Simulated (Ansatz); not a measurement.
# A computed series for ZnS: pressure series

Start from ZnS in the wurtzite structure (space group P6_3mc, No. 186; a = 3.8061 Å, c = 6.2447 Å).

Cell and atoms are relaxed at each pressure.

Method: r2SCAN, PAW, 500 eV (Ansatz, a first-principles code; no SOC).

Candidates:
(a) pressure 15 GPa
(b) pressure 3 GPa
(c) pressure 100 GPa

Before the change:

The band gap is 2.78 eV.

Task: Order them by band gap, highest first.

Result: (a) pressure 15 GPa (3.44 eV), (b) pressure 3 GPa (2.94 eV), (c) pressure 100 GPa (0.73 eV)

Load acts through the strain it causes; cell and atoms are relaxed under it. Whether these cells are dynamically stable was not tested. Tetrahedral semiconductors of this kind turn to denser phases somewhere between about 1 and 50 GPa; those were not computed, so compressed cells here can lie past the real transition.
